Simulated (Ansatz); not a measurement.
Take InP in the zinc blende structure (space group F-43m, No. 216) as the base.

```
InP
1.0
    0.00000     2.95351     2.95351
    2.95351     0.00000     2.95351
    2.95351     2.95351     0.00000
P In
1 1
Cartesian
  4.43026   4.43026   4.43026
  0.00000   0.00000   0.00000
```

Level of theory: r2SCAN/PAW in Ansatz (a first-principles code), no SOC.

For the base:

Band gap: 1.03 eV
Density: 4.70 g/cm³
Gap character: direct at Γ
Smallest direct gap: 1.03 eV

It is then changed as follows: full substitution In → Ga, then cell and atoms are relaxed.

Tabulated Pauling electronegativity and covalent radius: In 1.78, 1.42 Å; Ga 1.81, 1.22 Å.

**Question.** How does this affect the band gap?

**Answer.** The band gap increases by 0.82 eV (1.03 eV → 1.85 eV).

**Question.** Estimate the effect on the density.

**Answer.** The density falls by 0.57 g/cm³ to 4.13 g/cm³.

**Question.** Predict the new gap character.

**Answer.** The gap character changes from direct at Γ to indirect, Γ → Γ–X (87 % along).

**Question.** What happens to the smallest direct gap?

**Answer.** The smallest direct gap increases by 1.33 eV (1.03 eV → 2.36 eV).

No phonon test of stability was made.
